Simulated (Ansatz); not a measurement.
Zr (P6/mmm, No. 191, 6 atoms in the cell; start mp-1077723; another form than the element's usual one) was calculated with PBEsol (plane waves, PAW; Ansatz, a program for electronic structure).

Numerical settings: plane-wave cutoff 520 eV, 14×14×14 k mesh, Fermi–Dirac smearing 0.05 eV, scalar-relativistic PAW data made under PBE.

Cell (relaxed at this level):

Space group P6/mmm (No. 191); a = 4.973 Å, b = 4.973 Å, c = 3.111 Å, α = 90.00°, β = 90.00°, γ = 120.00°

```json
[
 {"atom": "Zr", "site": "1b", "symmetry": "6/mmm", "x": "0.0000", "y": "0.0000", "z": "0.5000"},
 {"atom": "Zr", "site": "2c", "symmetry": "-6m2", "x": "0.3333", "y": "0.6667", "z": "0.0000"}
]
```
(The calculation used a cell of 6 atoms; values per cell refer to that cell.)

Q: Give the computed bulk modulus B0.

A: 
- bulk modulus B0 = 102 GPa

The run finds no gap.

Note: the bulk modulus is −V dP/dV from two relaxed cells at ±2 % in volume; the relaxation could not lower the start's symmetry, so the cell can be a saddle point above a distorted one.

The result took about 50 core-minutes (a rough figure).

A start named mp-… is a Materials Project structure, which need not be a measured phase.
